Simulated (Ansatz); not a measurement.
```
ZnS
1.0
    0.00000     2.58602     2.58602
    2.58602     0.00000     2.58602
    2.58602     2.58602     0.00000
Zn S
1 1
Direct
  0.00000   0.00000   0.00000
  0.25000   0.25000   0.25000
```

No spin polarisation.

All numbers come from plane-wave PAW DFT at the PBE level (Ansatz, an electronic-structure program, 420 eV), no SOC. Γ-centred 10×10×10 mesh, Fermi–Dirac width 0.05 eV.

### Question
Predict the hole mass, electron mass, gap character and width of the top valence band.

### Answer
* **Hole mass (degenerate bands, along [100])**: 0.22, 0.59, 0.59 mₑ (at Γ)
* **Electron mass**: 0.20 mₑ (at Γ)
* **Gap character**: direct at Γ
* **Width of the top valence band**: 3.25 eV

Load acts through the strain it causes; cell and atoms are relaxed under it. Effective masses come from finite differences of ±0.01 Å⁻¹. No phonon test of stability was made. Measured, ZnS leaves this structure (for rock salt) near 14.7 GPa (temperature not stated; as listed in Datta, Sujoy, Jana, Debnarayan, arXiv (2020)), on rising pressure, with hysteresis. The cell was made from ZnS in the zinc blende structure (space group F-43m, No. 216) by this change: pressure 15 GPa.
